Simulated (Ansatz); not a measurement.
**Ir: Ir → Rh**

The parent structure is Ir in the fcc (Cu type) structure (space group Fm-3m, No. 225; a = 3.844 Å).

Now apply this change: Rh takes the place of Ir on all its sites, then cell and atoms are relaxed.

Level of theory: r2SCAN (Ansatz, a program for electronic structure; PAW; 500 eV plane waves; without spin-orbit coupling). Settings: 21×21×21 k-points, 0.05 eV Fermi–Dirac smearing.

```
quantity                                  base          changed         shift
-----------------------------  ---------------  ---------------  ------------
volume per atom                       14.20 Å³         13.72 Å³     -0.487 Å³
density                            22.47 g/cm³      12.46 g/cm³  -10.01 g/cm³
lattice parameter a                   384.4 pm         380.0 pm       -4.4 pm
space group                    Fm-3m (No. 225)  Fm-3m (No. 225)             –
shortest interatomic distance         271.8 pm         268.7 pm       -3.1 pm
band gap                                  zero             zero             –
```

Cost of the whole job for the changed cell (relaxation, final SCF and bands): very roughly 70 core-seconds.

Whether these cells are dynamically stable was not tested. The final runs are not spin-polarised.
